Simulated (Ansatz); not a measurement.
The reference is BeSe in the zinc blende structure (space group F-43m, No. 216; a = 5.129 Å).

The values are results of Kohn–Sham DFT with the PBEsol functional, run in Ansatz (a first-principles code) with PAW and 420 eV plane waves, no spin-orbit coupling, not measurements.

Before the change:

The electron mass comes out as 0.84 mₑ along k, 0.26 mₑ across (at X) and the width of the top valence band comes out as 3.37 eV.

It is then changed as follows: a hydrostatic pressure of 15 GPa.

Task: Estimate the effect on the electron mass and width of the top valence band.

Result: The electron mass becomes 0.79 mₑ along k, 0.24 mₑ across (at X) (base: 0.84 mₑ along k, 0.26 mₑ across (at X)); the width of the top valence band goes up by 0.76 eV to 4.13 eV.

The levels and masses belong to the bands next to the band gap. Load acts through the strain it causes; cell and atoms are relaxed under it. Effective masses come from finite differences of ±0.01 Å⁻¹. Along k means along the line from Γ to the band edge. No phonon test of stability was made. No other phases were tried under pressure.
